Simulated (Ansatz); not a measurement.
Abridged Ansatz (a quantum-chemistry and plane-wave program) output:

```
Pseudopotential: Zr, paw, valence charge 12
Pseudopotential: B, paw, valence charge 3
Crystal: 3 atoms, lattice volume = 30.226 Å³
Basis set: ecut = 420 eV, 563 PW (Γ), exchange–correlation on 48×48×48 points (8 copies of the dense FFT grid, shifted against one another)
Bands: 13, of which v1, the nominal top of the filled ones, is band 9 counted from 1 (8 counted from 0)
Symmetry: 24 space group operations
k-points: 231 of 3757
Functional: x = pbesol(κ = 0.804, μ = 0.12345679012345678), c = pbesol(β = 0.046)
SCF iter   1: F=—  HF=-4437.226107 eV  |F-HF|=—  |Δ(HF+E_count)|=         —  Δρ=4.96e-3  dr2=1.19e-2  ethr=1.77e-3  ⟨swp⟩=5.0  Hψ=14884  notcnv=0
SCF iter   2: F=—  HF=-4437.224272 eV  |F-HF|=—  |Δ(HF+E_count)|=   1.83e-3  Δρ=3.35e-3  dr2=6.29e-3  ethr=6.63e-5  ⟨swp⟩=1.0  Hψ=4851  notcnv=0
SCF 1 converged in 7 iterations: F = -4437.222470 eV  dr2 = 3.31e-11
SCF converged after 7 iterations
Free energy (F): -4437.222470 eV
Internal energy: -4437.220827 eV  (E = F + TS)
E sigma→0 (E₀):  -4437.221648 eV
Entropy (-TS):   -0.001644 eV (-0.548 meV/atom)
Fermi energy:    16.039951 eV
--- Forces (eV/Å), atoms counted from 1 ---
  atom   1  Zr     0.00000000    -0.00000000     0.00000000
  atom   2  B     -0.00000000     0.00000000     0.00000000
  atom   3  B      0.00000000    -0.00000000     0.00000000
--- Stress (GPa, compression-positive) ---
       -0.004912      -0.000000       0.000000
       -0.000000      -0.004912       0.000000
        0.000000       0.000000      -0.000691
  P = ⅓ Tr σ = -0.0035 GPa (-0.035 kbar)
```

What was computed, and what are the main results?

ZrB2, 3 atoms in the cell, with Ansatz, PBEsol, PAW, cutoff 420 eV, without spin-orbit coupling. The last SCF converged to F = -4437.222470 eV, or -1479.0742 eV per atom, at a pressure of 0.00 GPa. The total energy compares only with runs of the same code, potentials and settings.

No phonon test of stability was made. The final runs are not spin-polarised. The cell is ZrB2 (space group P6/mmm, No. 191).
